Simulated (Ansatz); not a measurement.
## Response to strain in BP

The reference is BP in the zinc blende structure (space group F-43m, No. 216; a = 4.5366 Å). Axes: x, y, z lie along the cube axes.

Strains are applied to the cell and any free atomic positions relax; under biaxial strain the out-of-plane vector relaxes too.

Computed with r2SCAN (Ansatz, a first-principles code; PAW; 500 eV plane waves; spin-orbit coupling left out).

Notes on the quantities. energy relative to the base: free energy F.

```csv
"biaxial strain, plane normal [111], relaxed out of plane (%)",energy relative to the base (meV/atom)
0,0.0
0.42,0.6
0.83,2.3
1.25,?
1.67,9.1
2.08,13.9
2.5,19.9
```

Fit ΔE = Aε² + Bε³ (ε in %) to the rows shown and predict the withheld row.

Least squares on the printed values gives A = 3.40 and B = -0.089 meV/atom (largest residual 0.0 meV/atom); this predicts 5.1 meV/atom, and the run gives 5.1 meV/atom, in agreement.

Stability against distortions was not tested.
